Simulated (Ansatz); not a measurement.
## Short convergence ladders for LaCu (Pm, 8 atoms in the cell)

```
CELL_PARAMETERS angstrom
      7.55284     0.00000     0.00000
      0.00000     4.60795     0.00000
      0.00000     0.00000     5.60478
ATOMIC_POSITIONS crystal
  La 0.67608 0.25000 0.40322
  La 0.32392 0.75000 0.60570
  La 0.82392 0.75000 0.89430
  La 0.17608 0.25000 0.10570
  Cu 0.53201 0.25000 0.89602
  Cu 0.46799 0.75000 0.10398
  Cu 0.96799 0.75000 0.39602
  Cu 0.03201 0.25000 0.60398
```

Base method: PBEsol, default PAW files made with PBE (plane waves; Ansatz, a first-principles code).

Base settings: basis.ecutwfc = 420 eV; kpoints.mp_grid.grid = 3 5 4; hamiltonian.xc = pbesol; hamiltonian.pseudopotentials = {kind: paw} (the program's default PAW files); scf.occupations.method = gaussian; scf.occupations.width = 0.1 eV.

The count of work is k-points × plane waves × bands × iterations; it is no time. Core times come from one kind of shared machine, to one figure; runs under 30 s give none.

**Shifted k-point meshes**

In this ladder: kpoints.mp_grid.shift = 0.5 0.5 0.5.

Only quantities that move along the ladder and can be compared are tabulated.

```tsv
kpoints.mp_grid.grid	free energy less the last step's (meV/atom)	pressure (GPa)	largest difference of a force vector from the last step's (eV/Å)	count of work / last
1 1 1	475.95	7.11	2.858	0.010
1 2 2	-101.93	-3.67	0.349	0.0083
2 3 2	-16.80	-2.20	0.159	0.030
2 4 3	0.40	-2.23	0.111	0.044
6 9 8	0.00	-2.13	0.000	1.0
```

Coarsest kpoints.mp_grid.grid that holds the forces within 0.02 eV/Å: not settled: the last two steps still differ by 0.11 eV/Å, over half the tolerance, so the ladder does not show it.

Coarsest kpoints.mp_grid.grid that holds the free energy within 5 meV/atom of the last step, with all finer ones: 2 4 3, at 0.044 of the last step's count of work; the step before is off by 17 meV/atom.

Coarsest kpoints.mp_grid.grid that holds the pressure within 0.5 GPa of the last step, with all finer ones: 2 3 2, at 0.030 of the last step's count of work; the step before is off by 1.5 GPa.

**The k-point mesh at a smearing width of 0.05 eV**

In this ladder: scf.occupations.width = 0.05 eV.

The second cell is the first with its lattice scaled by 0.98.

Only quantities that move along the ladder and can be compared are tabulated.

```csv
kpoints.mp_grid.grid,free energy less the last step's (meV/atom),energy of the compressed cell less the first (meV/atom),pressure (GPa),largest difference of a force vector from the last step's (eV/Å),count of work / last,core time / last (rough)
2 3 2,63.71,2.11,-1.49,0.373,0.051,–
3 4 3,-0.99,-6.24,-2.35,0.038,0.096,–
4 6 5,0.88,-3.94,-2.13,0.017,0.25,0.3
4 7 6,0.12,-3.84,-2.12,0.046,0.36,0.2
6 10 8,0.00,-3.96,-2.13,0.000,1.0,1
```

Coarsest kpoints.mp_grid.grid that holds the pressure within 0.1 GPa of the last step, with all finer ones: 4 6 5, at 0.25 of the last step's count of work and about 0.3 of the last step's time; the step before is off by 0.22 GPa.

Coarsest kpoints.mp_grid.grid that holds the forces within 0.02 eV/Å: not settled: the last two steps still differ by 0.046 eV/Å, over half the tolerance, so the ladder does not show it.

Coarsest kpoints.mp_grid.grid that holds the free energy within 2 meV/atom of the last step, with all finer ones: 3 4 3, at 0.096 of the last step's count of work; the step before is off by 64 meV/atom.

**The mesh under tetrahedron occupations**

In this ladder: scf.occupations.method = tetrahedron; scf.occupations.width = default.

Only quantities that move along the ladder and can be compared are tabulated.

```tsv
kpoints.mp_grid.grid	free energy less the last step's (meV/atom)	pressure (GPa)	largest difference of a force vector from the last step's (eV/Å)	count of work / last	core time / last (rough)
2 3 3	19.33	-2.24	0.224	0.070	–
3 5 4	2.18	-2.08	0.027	0.19	0.2
5 7 6	0.22	-2.11	0.029	0.54	0.5
6 9 7	0.00	-2.12	0.000	1.0	1
```

Coarsest kpoints.mp_grid.grid that holds the pressure within 0.05 GPa of the last step, with all finer ones: 3 5 4, at 0.19 of the last step's count of work and about 0.2 of the last step's time; the step before is off by 0.12 GPa.

Coarsest kpoints.mp_grid.grid that holds the forces within 0.02 eV/Å: not settled: the last two steps still differ by 0.029 eV/Å, over half the tolerance, so the ladder does not show it.

Coarsest kpoints.mp_grid.grid that holds the free energy within 5 meV/atom of the last step, with all finer ones: 3 5 4, at 0.19 of the last step's count of work and about 0.2 of the last step's time; the step before is off by 19 meV/atom.

On the base run: the starting cell comes from a database of computed structures (which also holds hypothetical and non-ambient phases and stackings), without a prior relaxation at this level. Its lattice was rescaled by up to half a per cent. One atom was moved a little off its site on purpose. Spin polarisation is off. Ansatz's pressure includes its estimate of the finite-basis (Pulay) stress.

Keys are those of Ansatz 0.2.
